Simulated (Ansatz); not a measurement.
Consider CaO in the rock salt structure (space group Fm-3m, No. 225; a = 4.7948 Å).

All numbers come from Ansatz (an electronic-structure program), r2SCAN, PAW, cutoff 500 eV, no spin-orbit coupling.

Before the change:

```
Item                                             Result
-----------------------------  ------------------------
Hole mass                      0.37, 2.9, 2.9 mₑ (at Γ)
Shortest interatomic distance                4.530 bohr
Band gap                                        4.20 eV
```

One thing is altered: every O is replaced by Se; the structure is relaxed again.

Task: Estimate the effect on the hole mass.

Result: The hole mass (degenerate bands, along [100]) becomes 0.20, 1.00, 1.00 mₑ (at Γ) (base: 0.37, 2.9, 2.9 mₑ (at Γ)).

Task: Estimate the effect on the shortest interatomic distance.

Result: The shortest interatomic distance increases by 1.0773 bohr to 5.608 bohr.

Task: What does the calculation give for the band gap after the change?

Result: The band gap shrinks by 1.68 eV (4.20 eV → 2.52 eV).

Effective masses come from finite differences of ±0.01 Å⁻¹. No phonon test of stability was made.
